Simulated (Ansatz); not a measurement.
GaN under a change: biaxial strain −0.42 %, plane normal [111], relaxed out of plane

Start from GaN in the zinc blende structure (space group F-43m, No. 216; a = 4.455 Å). Axes: x, y, z lie along the cube axes.

One thing is altered: biaxial strain −0.42 %, plane normal [111], relaxed out of plane (Cartesian); in-plane vectors clamped, the third vector and the atoms free.

Calculations: LDA/PAW in Ansatz (a first-principles code), without spin-orbit coupling. Settings: 13×13×13 k-points, 0.05 eV Fermi–Dirac smearing.

The volume per atom decreases by 0.071 Å³ to 10.98 Å³ and the shortest interatomic distance falls by 0.010 bohr (3.646 bohr → 3.636 bohr). The energy rises by 0.6 meV/atom and the band gap rises by 0.027 eV to 1.98 eV. The gap character stays direct at Γ and the electron mass is still 0.18 mₑ (at Γ). The valence-band top at Γ (three highest levels, from the VBM) goes from 0.00, 0.00, 0.00 eV to 0.00, 0.00, -0.04 eV and the valley order (the lowest conduction-band minima on the path, energy above the VBM, named in the base's zone) becomes Γ 1.98 eV; X along [100] 3.25 eV (base: Γ 1.96 eV; X along ⟨100⟩ 3.27 eV). The out-of-plane strain is +0.19 % and the mean in-plane stress (compression positive) amounts to +2.0 GPa.

Effective masses come from finite differences of ±0.01 Å⁻¹. Stability against distortions was not tested. This is not the structure that GaN has at room temperature and ambient pressure. Labels are those of the standard path for the cell's own space group.
